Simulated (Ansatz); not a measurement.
Base system: SnO$_{2}$ in the rutile structure (space group P4_2/mnm, No. 136; a = 4.7692 Å, c = 3.2120 Å). Axes: x, y, z lie along a, b, c of the conventional cell.

The values are results of PBEsol in Ansatz (plane waves to 420 eV, PAW, without spin-orbit coupling), not measurements.

Before the change:

| Quantity | Value |
|---|---|
| Electron mass | 0.17 mₑ along c, 0.19 mₑ across (at Γ) |
| Valence-band top at Γ | 0.00, -0.77, -0.77 eV |
| Pressure | 0.00 GPa |

Perturbation: the cell is stretched by 0.60 % along z with no lateral relaxation; the atoms relax in the strained cell.

Task: Estimate the effect on the electron mass, valence-band top at Γ and pressure.

Result: The electron mass goes from 0.17 mₑ along c, 0.19 mₑ across (at Γ) to 0.16 mₑ along z, 0.18 mₑ across (at Γ); the valence-band top at Γ (three highest levels, from the VBM) goes from 0.00, -0.77, -0.77 eV to 0.00, -0.76, -0.76 eV; the pressure (mean of the normal stresses, compression positive) goes from zero to -1.35 GPa.

The levels and masses belong to the bands next to the band gap. Masses are band curvatures over ±0.01 Å⁻¹ around the edge. No phonon test of stability was made.

Ansatz is a first-principles code.
